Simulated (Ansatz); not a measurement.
Amorphous cells of 8 compositions: the gap between the highest filled and lowest empty level at the zone centre, by PBE and by a single point of HSE06 on the same geometry (PBE, scalar-relativistic without spin-orbit coupling (plane waves to 420 eV, PAW; Ansatz, an electronic-structure program); exact exchange cut at the cells' faces). The networks come from melt-quench runs on the CHGNet potential at compositions and starting densities chosen by hand, with anions pushed apart in the CHGNet dynamics, and DFT then relaxed them. The cells are small and were quenched far faster than real films, so single cells scatter. Defect or tail levels can set these gaps. The rows are the first to finish with both values and no moments.

```
cell                        PBE gap x (eV)  HSE06 gap y (eV)
--------------------------  --------------  ----------------
A (Si24O49Na2, 2.21 g/cm3)            2.98              4.58
B (Si24O51Ga2, 2.36 g/cm3)            3.47              5.30
C (Si24O51Al2, 2.24 g/cm3)            3.59              5.40
D (Si24O51Lu2, 2.64 g/cm3)            4.09              5.82
E (Si24O51La2, 2.51 g/cm3)            4.44              6.14
F (Si24O49Zn, 2.27 g/cm3)             4.63              6.42
G (Si24O50Zr, 2.31 g/cm3)             4.94          withheld
H (Si24O51B2, 2.18 g/cm3)             5.18              7.00
```

Question: Fit a straight line through the 7 full rows and predict the withheld value for G (Si24O50Zr, 2.31 g/cm3).

Answer: Means: x = 4.054, y = 5.809. Slope = Σ(Δx Δy) / Σ(Δx²) = 3.628 / 3.46 = 1.05; the r.m.s. residual is 0.069. Prediction: 5.809 + 1.05 × (4.94 − 4.054) = 6.74. The run gave 6.74, 0.00 above the line.
